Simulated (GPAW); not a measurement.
## Equation of state of fluorite-structure AuAl2 (space group 225): energy against volume (GPAW, PBE)

```
AuAl2
1.0
    0.00000     2.94666     2.94666
    2.94666     0.00000     2.94666
    2.94666     2.94666     0.00000
Al Au
2 1
Direct
  0.25000   0.25000   0.25000
  0.75000   0.75000   0.75000
  0.00000   0.00000   0.00000
```

Method of the run: PBE, GPAW PAW datasets PBE (gpaw-data 1.0.1) (plane waves; GPAW). Settings: mode = pw; ecut = 585 eV; xc = PBE; kpts = 17 17 17; mesh shift (steps) = 0 0 0; occupations.name = fermi-dirac; occupations.width = 0.05 eV; nbands = -7; convergence.density = 1e-05 e/electron; symmetry.symmorphic = false; symmetry.tolerance = 0.0005; maxiter = 120. The cell above is the first row's. The rows scale it uniformly. In all rows fractional positions and the k mesh are held. E is the free energy at the stated smearing, counted from the lowest row.

| V (Å^3/atom) | E (meV/atom) |
|---|---|
| 17.057 | 50.25 |
| 17.428 | 27.92 |
| 17.798 | 12.60 |
| 18.169 | 3.52 |
| 18.540 | 0.00 |
| 18.911 | 1.42 |
| 19.282 | 7.22 |
| 19.652 | 16.90 |
| 20.023 | ? |

Fit E of the 8 rows that show it with the third-order Birch-Murnaghan form, a cubic in V^(-2/3). With u = V^(-2/3) - 0.144, the rows have u = 0.006915, 0.004765, 0.002696, 0.000692, -0.001244, -0.003118, -0.004930, -0.006682. Least squares gives E = 1.679 + 2196.68·u + 683752·u² + 2098177·u³. Residuals (row less fit): -0.008, 0.022, -0.012, -0.007, 0.000, 0.006, 0.004, -0.004; standard error 0.014 (degrees of freedom: 4). Its minimum lies at u = -0.001618, so V0 = (0.142382)^(-3/2) = 18.61. There d²E/du² = 1347000 and d³E/du³ = 1.259e7, so B0 = (4/9) × 18.61^(-7/3) × 1347000 × 0.160218 = 104 GPa (the last factor turns the table's units into GPa), and B0' = 4 + (2/3) × 0.142382 × (1.259e7)/1347000 = 4.9. The program's pressures in the fitted runs (not shown) pass through zero at V = 18.61, 0.01 % from this V0.

Q: What does the fit predict for E at V = 20.023, and how far is the calculated value from it?

A: u = -0.008383, so E = 1.679 + 2196.68 × (-0.008383) + 683752 × (-0.008383)² + 2098177 × (-0.008383)³ = 30.079 meV/atom. The calculation gives 30.02 meV/atom, 0.059 meV/atom below the prediction (0.1 % of the range of E in the table). The row lies outside the fitted rows, so this is an extrapolation. From the scatter of the fitted rows alone, a prediction at this place has a standard error of 0.035 meV/atom, so the miss is 1.7 times that.

Carrying the step between the two nearest rows on in a straight line would have given 26.61, off by 3.41; series whose last step already gives the withheld value aren't shown. The scan was laid around a cell of about the measured size, scaled by a guess for this functional. The runs keep the symmetry of the cell, so they don't test it for distortions. Spin-orbit coupling is off. Cutoffs and mesh are single choices, not tested for convergence of this quantity. Series with a scatter that would blur these digits, or in which a gap closes, are not shown. Nor are scans whose minimum lies at an end fitted in this form.
